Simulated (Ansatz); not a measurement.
Levels about the gap of amorphous Al28O43Li2 (73 atoms in a cell of 773 Å³, 3.13 g/cm³; zone centre alone, so wide bands show as single levels with stretches between that a denser mesh fills), at the geometry that PBE relaxed, where it gives 0.0 GPa on a denser mesh. The participation number counts the atoms over which a state spreads; weights are charges in smoothed Voronoi cells. The levels come from a single point, so bond lengths are those of that geometry. Method of the levels: PBE, scalar-relativistic without spin-orbit coupling (Ansatz, a first-principles code). Sampling: the zone centre alone; Fermi-Dirac width 0.02 eV; no spin polarisation. At PBE the levels at the filled edge of the gap are localised (band-tail or defect states).

Preparation: random packing, a CHGNet melt and quench, and a DFT relaxation. O atoms were pushed apart under 1.9 Å during the dynamics, to hinder bonds among them. The hot cell started wider than the set density and was brought back towards it in steps. It is the lowest in DFT energy of 2 quenches. It is a model cell: composition and starting density were chosen by hand, and all elements were melted together. No dispersion term was used. Its density started from a set value of 3.07 and ended at 3.13 g/cm³. The simulated quench (nominally 340 K/ps over its main leg) is rapid and tends to freeze in more defects than a deposited or slowly cooled glass has. A cell of this size samples the disorder only roughly. Volume and shape were free in the relaxation.

```
E - E(highest filled), eV  filling  participation number        largest on  weight O  weight Al  weight Li
-------------------------  -------  --------------------  ----------------  --------  ---------  ---------
-0.46                       filled                   9.1   O, 3 neighbours      0.94       0.05       0.00
-0.38                       filled                  14.0   O, 3 neighbours      0.95       0.05       0.00
-0.33                       filled                  14.0   O, 3 neighbours      0.95       0.05       0.00
-0.30                       filled                  10.4   O, 3 neighbours      0.95       0.05       0.00
-0.23                       filled                  17.2   O, 3 neighbours      0.95       0.05       0.00
-0.14                       filled                  11.6   O, 3 neighbours      0.95       0.04       0.00
0.00                        filled                   7.6   O, 3 neighbours      0.96       0.04       0.00
3.62                         empty                  62.0  Al, 5 neighbours      0.58       0.39       0.03
5.71                         empty                  26.1  Al, 5 neighbours      0.56       0.37       0.07
5.84                         empty                  33.0  Al, 5 neighbours      0.60       0.37       0.03
6.03                         empty                  46.9  Li, 3 neighbours      0.60       0.34       0.06
6.18                         empty                  46.0  Al, 5 neighbours      0.64       0.35       0.02
```

Most localised among these is the filled level at +0.00 eV, on a O atom, which has 3 neighbours (Al 1.81 Å, Al 1.87 Å, Al 1.92 Å).
